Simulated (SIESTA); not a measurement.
Worked example: self-consistent single point of ZrTiNi2 (Amm2, 4 atoms in the cell) in SIESTA.

Method of the run: GGA PBEsol with spin-orbit coupling, numerical atomic orbitals TZP, PseudoDojo PBEsol fully relativistic norm-conserving potentials (rewritten from UPF to PSML) (SIESTA).

```
ZrTiNi2
1.0
    4.10030     0.00000     0.00000
    0.00000     1.56349     4.86712
    0.00000    -1.56349     4.86712
Zr Ti Ni
1 1 2
Direct
  0.50000   0.14441   0.14441
  0.00000   0.86202   0.86202
  0.00000   0.57909   0.57909
  0.50000   0.41447   0.41447
```

Reference input (self-consistent single point, DFT, GGA PBEsol, numerical atomic orbitals TZP, PseudoDojo PBEsol standard norm-conserving potentials (rewritten from UPF to PSML)): XC.functional = GGA; XC.authors = PBEsol; potentials = PseudoDojo PBEsol standard; PAO.BasisSize = TZP; PAO.EnergyShift = 0.01 Ry; MeshCutoff = 400 Ry; kgrid.MonkhorstPack = 6 8 8; OccupationFunction = MP; OccupationMPOrder = 0; ElectronicTemperature = 0.1 eV; MaxSCFIterations = 150; SCF.Mixer.Method = Pulay. This run's input differs from it in these lines:

```diff
@@ -1,2 +1,2 @@
-# files in the folder: Zr.psml Ti.psml Ni.psml (PseudoDojo PBEsol standard)
+# files in the folder: Zr.psml Ti.psml Ni.psml (PseudoDojo PBEsol fully relativistic)
 SystemName  ZrTiNi2
@@ -38,2 +38,9 @@
 ElectronicTemperature        0.1 eV
+Spin                         spin-orbit
+%block DM.InitSpin
+  1 0.00 0.00 0.00
+  2 0.00 0.00 0.00
+  3 0.00 0.00 0.00
+  4 0.00 0.00 0.00
+%endblock DM.InitSpin
```

Log, with long lists cut:

```
        iscf     Eharris(eV)        E_KS(eV)     FreeEng(eV)     dDmax    Ef(eV) dHmax(eV)
   scf:    1   -11864.569185   -12033.746035   -12033.756875  1.825015 -2.934427 44.243097
     spin moment: {S} , |S| = {    0.00000    0.00000    0.00000 }     0.00000
   scf:    2   -11889.271943   -12065.203971   -12065.218043  0.921062 -4.451947 30.479982
     spin moment: {S} , |S| = {    0.00000   -0.00000    0.00000 }     0.00000
   scf:    3   -12125.962998   -12103.107089   -12103.123547  0.231609 -4.527202 11.926536
     spin moment: {S} , |S| = {   -0.00000    0.00000   -0.00000 }     0.00000
   [... lines left out ...]
     spin moment: {S} , |S| = {   -0.00000   -0.00000   -0.00000 }     0.00000
   scf:   16   -12110.547913   -12110.547911   -12110.561149  0.000034 -4.846381  0.000377
     spin moment: {S} , |S| = {    0.00000    0.00000    0.00000 }     0.00000
   scf:   17   -12110.547912   -12110.547911   -12110.561149  0.000015 -4.846396  0.000234
     spin moment: {S} , |S| = {   -0.00000    0.00000    0.00000 }     0.00000
   scf:   18   -12110.547912   -12110.547912   -12110.561149  0.000010 -4.846450  0.000142
     spin moment: {S} , |S| = {    0.00000   -0.00000    0.00000 }     0.00000
SCF Convergence by DM+H criterion
max |DM_out - DM_in|         :     0.0000097090
max |H_out - H_in|      (eV) :     0.0001419849
SCF cycle converged after 18 iterations

Using DM_out to compute the final energy and forces

siesta: E_KS(eV) =           -12110.5479

siesta: E_KS - E_eggbox =    -12110.5479

siesta: Atomic forces (eV/Ang):
     1    0.000000   -0.000000   -0.002847
     2   -0.000000    0.000000    0.252186
     3    0.000000   -0.000000   -0.233242
     4   -0.000000    0.000000   -0.007132
   Tot   -0.000000    0.000000    0.008965
   Max    0.252186
   Res    0.099188    sqrt( Sum f_i^2 / 3N )
   Max    0.252186    constrained

Stress tensor Voigt[x,y,z,yz,xz,xy] (kbar):      136.65      115.94      106.39        0.00        0.00       -0.00
(Free)E + p*V (eV/cell)   -12115.2220
   [... lines left out ...]
siesta: FreeEng =    -12110.561149
siesta: Cell volume =         62.404045 Ang**3
siesta:        -119.66337697       -125.86732083  kBar
   [... lines left out ...]
     1    -0.329893   12.329893    0.000000    0.000000   -0.000000    0.000000  Zr
     2    -0.284659   12.284659    0.000000   -0.000000   -0.000000    0.000000  Ti
     3     0.318591   17.681409    0.000000    0.000000   -0.000000   -0.000000  Ni
     4     0.295961   17.704039    0.000000    0.000000   -0.000000   -0.000000  Ni
 Total    -0.000000                0.000000    0.000000   -0.000000    0.000000
```

The run converged in 18 iterations. Against the reference run the pressure hardly changes (-11.87 to -11.97 GPa) and the largest force hardly changes (0.255 to 0.252 eV/Å).

The starting cell comes from a database of computed structures (which also holds hypothetical and non-ambient phases and stackings), without a prior relaxation at this level. Its lattice was rescaled by a random factor within 2.5 % of one. Values carry the incompleteness of an atom-centred basis. With a pressure of about -12 GPa the cell is away from its equilibrium volume at this level.

Cost on one core of a shared machine: roughly 5 min.
